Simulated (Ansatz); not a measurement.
The starting structures come from a database of crystals and need not be the phases stable at ambient conditions.

Tunnelling through a barrier is set by its complex band structure: the current falls as exp(−2κd) with the smallest κ.

Here is the system:

```yaml
crystal:
  lattice:
    - [3.44382, 0.00000, 0.00000]
    - [-1.72191, 2.98244, 0.00000]
    - [1.72191, -0.99415, 2.81187]
  atoms:
    - { symbol: Be, position: [0.00000, 0.00000, 0.00000] }
    - { symbol: S, position: [0.75000, 0.25000, 0.75000] }
```

The cell is taken as given; by LDA it stands under a pressure of -4.3 GPa.

Transport runs along the normal of the first two printed cell vectors, the (111) plane of the conventional cell.

The gap is the functional's own. No spin-orbit coupling. Mid-gap values are those at the computed energy nearest the middle.

**Question.** Give the band gap and the smallest decay constant κ at mid-gap that LDA run with Ansatz (a quantum-chemistry and plane-wave program) yields.

**Answer.** Gap 2.92 eV on a 10×10×10 mesh; κ = 0.231 1/Å, at the zone centre.
